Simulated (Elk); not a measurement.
Band structure of Si (Fd-3m, 2 atoms in the cell).

```
CELL_PARAMETERS angstrom
      0.00000     2.72185     2.72185
      2.72185     0.00000     2.72185
      2.72185     2.72185     0.00000
ATOMIC_POSITIONS crystal
  Si 0.25000 0.25000 0.25000
  Si 0.00000 0.00000 0.00000
```

Method: Elk 10.2.4 with PBE, all-electron FP-LAPW, Elk's shipped species files, APW+lo basis with extra local orbitals.

Settings: xctype = 20; rgkmax = 8; swidth = 0.00183747 Ha; ngridk = 8 8 8; gmaxvr = 14 1/bohr; nxlo = 2; lorbcnd = true; lmaxi = 3; maxscl = 100.

The starting cell comes from a database of computed structures (which also holds hypothetical and non-ambient phases and stackings), without a prior relaxation at this level. Values depend on the basis (sphere radii, cutoffs, local orbitals), which need not be converged.

Levels in eV from the Fermi level, bands 1 to 8:
```tsv
point	1	2	3	4	5	6	7	8
Γ	-12.20	-0.29	-0.29	-0.29	2.27	2.27	2.27	3.00
X	-8.08	-8.08	-3.12	-3.12	0.43	0.43	9.77	9.77
W	-7.92	-7.92	-4.12	-4.12	3.97	3.97	4.69	4.69
K	-8.50	-7.49	-4.56	-2.70	0.92	3.83	7.15	7.69
L	-9.89	-7.23	-1.48	-1.48	1.22	3.05	3.05	7.41
U	-8.50	-7.49	-4.56	-2.70	0.92	3.83	7.15	7.69
```
